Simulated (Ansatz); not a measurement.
Hg (R-3m, No. 166, 1 atoms in the cell), treated with PBE-D3(BJ) in Ansatz (plane waves, PAW).

Input:

Ansatz 0.2 input:
```yaml
crystal:
  lattice:
    - [2.4278416632, -1.8005883611, -0.0487479712]
    - [2.4278416632, 1.8005883611, -0.0487479712]
    - [1.1495685918, 0.0, 2.7959617317]
  atoms:
    - { symbol: Hg, position: [0.0, 0.0, 0.0] }
basis:
  ecutwfc: 520
  ecutrho_ratio: 4
  xc_grid: 2
kpoints:
  mp_grid: { grid: [20, 20, 20] }
hamiltonian:
  xc: pbe
  dispersion: d3bj
  pseudopotentials: { kind: paw }
scf:
  occupations: { method: fermi_dirac, width: 0.05 }
output:
  forces: false
  stress: true
  eigenvalues: true
relax:
  f_tol: 0.004
  escape_saddle: false
  max_steps: 80
  cell: { stress_tol: 0.02, fix: [volume] }
```

The run printed, among other lines:

```
Relaxation: its limit of steps is 80 (relax.max_steps)
Crystal: 1 atoms, lattice volume = 24.647 Å³
Basis set: ecut = 520 eV, 669 PW (Γ), exchange–correlation on 48×48×48 points (8 copies of the dense FFT grid, shifted against one another)
Bands: 14, of which v1, the nominal top of the filled ones, is band 10 counted from 1 (9 counted from 0)
Symmetry: 12 space group operations
Space group: R-3m (ITA 166), of the structure as read, at distance tolerance 2.9e-5 Å
k-points: 781 of 8000
Functional: x = pbe(κ = 0.804, μ = 0.2195149727645171), c = pbe(β = 0.06672455060314922)
SCF iter   1: F=—  HF=-13813.833962 eV  |F-HF|=—  |Δ(HF+E_count)|=         —  Δρ=8.60e-4  dr2=6.91e-5
SCF iter   2: F=—  HF=-13813.834442 eV  |F-HF|=—  |Δ(HF+E_count)|=   4.80e-4  Δρ=5.14e-4  dr2=3.52e-5
  ...
SCF 1 converged in 6 iterations: F = -13813.834468 eV  dr2 = 5.67e-10
Crystal: 1 atoms, lattice volume = 24.647 Å³
Basis set: ecut = 520 eV, 657 PW (Γ), exchange–correlation on 48×48×48 points (8 copies of the dense FFT grid, shifted against one another)
Initial density: handed on by an earlier stage of this run
SCF 2 converged in 3 iterations: F = -13813.834569 eV  dr2 = 2.43e-8
Crystal: 1 atoms, lattice volume = 24.647 Å³
SCF 3 converged in 4 iterations: F = -13813.834756 eV  dr2 = 6.29e-9
Crystal: 1 atoms, lattice volume = 24.647 Å³
SCF iter   4: F=—  HF=-13813.834759 eV  |F-HF|=—  |Δ(HF+E_count)|=  2.73e-11  Δρ=1.98e-7  dr2=5.40e-12
SCF iter   5: F=-13813.834759 eV  HF=-13813.834759 eV  |F-HF|=0.00e0  |Δ(HF+E_count)|=  2.18e-11  Δρ=3.95e-8  dr2=9.67e-14
SCF 4 converged in 5 iterations: F = -13813.834759 eV  dr2 = 9.67e-14
SCF converged after 5 iterations
Free energy (F): -13813.834759 eV
Internal energy: -13813.832214 eV  (E = F + TS)
E sigma→0 (E₀):  -13813.833486 eV
Fermi energy:    14.089780 eV
--- Forces (eV/Å), atoms counted from 1 ---
  atom   1  Hg    -0.00000000     0.00000000    -0.00000000
--- Stress (GPa, compression-positive) ---
        0.503394      -0.000000       0.007136
       -0.000000       0.487513      -0.000000
        0.007136      -0.000000       0.490720
  P = ⅓ Tr σ = 0.4939 GPa (4.939 kbar)
```

The cell is one volume of an energy–volume scan, off the minimum.

Note: the relaxation could not lower the start's symmetry, so the cell can be a saddle point above a distorted one.

Ansatz is a first-principles code.
